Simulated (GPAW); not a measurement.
# Equation of state of rock-salt SrO (space group 225): energy against volume (GPAW, LDA)

```
CELL_PARAMETERS angstrom
      0.00000     2.47966     2.47966
      2.47966     0.00000     2.47966
      2.47966     2.47966     0.00000
ATOMIC_POSITIONS crystal
  Sr 0.00000 0.00000 0.00000
  O  0.50000 0.50000 0.50000
```

Method of the run: LDA (Perdew-Wang 92), GPAW PAW datasets LDA (gpaw-data 1.0.1) (plane waves; GPAW). Settings: mode = pw; ecut = 1040 eV; xc = LDA; kpts = 11 11 11; mesh shift (steps) = 0 0 0; occupations.name = fermi-dirac; occupations.width = 0.01 eV; nbands = -8; convergence.forces = 0.001 eV/Å; convergence.bands = -6; symmetry.symmorphic = false; symmetry.tolerance = 0.0005; maxiter = 150. The cell above is the first row's. The rows scale it uniformly. In all rows fractional positions and the k mesh are held. E is the free energy at the stated smearing, counted from the lowest row.

```csv
V (Å^3/atom),E (meV/atom)
15.247,27.42
15.578,12.82
15.910,3.88
16.241,0.00
16.572,0.64
16.904,5.32
17.235,13.61
17.567,25.13
17.898,?
```

Problem. Using the third-order Birch-Murnaghan form, a cubic in V^(-2/3), estimate the missing E at V = 17.898 from the other rows, showing the fit.

Solution. With u = V^(-2/3) - 0.155, the rows have u = 0.007634, 0.005322, 0.003084, 0.000928, -0.001155, -0.003176, -0.005126, -0.007020. Least squares gives E = -0.243 - 195.72·u + 493379·u² + 904123·u³. Residuals (row less fit): 0.002, -0.006, 0.008, -0.001, 0.000, -0.006, 0.008, -0.002; standard error 0.007 (degrees of freedom: 4). Its minimum lies at u = 0.000198, so V0 = (0.155198)^(-3/2) = 16.36. There d²E/du² = 987800 and d³E/du³ = 5425000, so B0 = (4/9) × 16.36^(-7/3) × 987800 × 0.160218 = 104 GPa (the last factor turns the table's units into GPa), and B0' = 4 + (2/3) × 0.155198 × (5425000)/987800 = 4.6. The program's pressures in the fitted runs (not shown) pass through zero at V = 16.35, 0.02 % from this V0. At the withheld row, u = -0.008851, so E = -0.243 - 195.72 × (-0.008851) + 493379 × (-0.008851)² + 904123 × (-0.008851)³ = 39.514 meV/atom. The calculation gives 39.54 meV/atom, 0.026 meV/atom above the prediction (0.1 % of the range of E in the table). The row lies outside the fitted rows, so this is an extrapolation. From the scatter of the fitted rows alone, a prediction at this place has a standard error of 0.017 meV/atom, so the miss is 1.5 times that.

Carrying the step between the two nearest rows on in a straight line would have given 36.62, off by 2.92; series whose last step already gives the withheld value aren't shown. The scan was laid around a cell of about the measured size, scaled by a guess for this functional. The runs keep the symmetry of the cell, so they don't test it for distortions. Cutoffs and mesh are single choices, not tested for convergence of this quantity. Series with a scatter that would blur these digits, or in which a gap closes, are not shown. Nor are scans whose minimum lies at an end fitted in this form.
